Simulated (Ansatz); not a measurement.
BiSeBr (space group Pnma, No. 62; a cell from a computed database, its experimental status unchecked)

```xyz
12
Lattice="8.0886 0.0000 0.0000 0.0000 4.1180 0.0000 0.0000 0.0000 11.5541" Properties=species:S:1:pos:R:3 pbc="T T T"
Bi     7.1292     1.0295     1.4663
Bi     0.9594     3.0885    10.0878
Bi     5.0037     3.0885     7.2433
Bi     3.0849     1.0295     4.3108
Se     2.4823     3.0885     6.1853
Se     5.6064     1.0295     5.3687
Se     1.5621     1.0295     0.4083
Se     6.5266     3.0885    11.1458
Br     0.3024     3.0885     3.3423
Br     7.7862     1.0295     8.2118
Br     3.7419     1.0295     9.1193
Br     4.3467     3.0885     2.4348
```

All numbers come from r2SCAN (Ansatz, a first-principles code, PAW, no spin-orbit coupling). Γ-centred 4×7×3 mesh, Fermi–Dirac width 0.05 eV.

* **Volume per atom**: 32.07 Å³
* **Density**: 6.35 g/cm³
* **Band gap**: 1.97 eV, indirect, k = (0, 0, 1/3) in the run's primitive reciprocal basis → Γ
* **Electron mass**: 1.9 mₑ along a, 0.25 mₑ along b, 0.70 mₑ along c
* **Total energy**: -6894.644 eV/atom (σ→0; compares only within this code and set-up)

With Bi present, leaving out spin-orbit coupling can change the band edges. Masses are band curvatures over ±0.01 Å⁻¹ around the edge. No phonon test of stability was made.
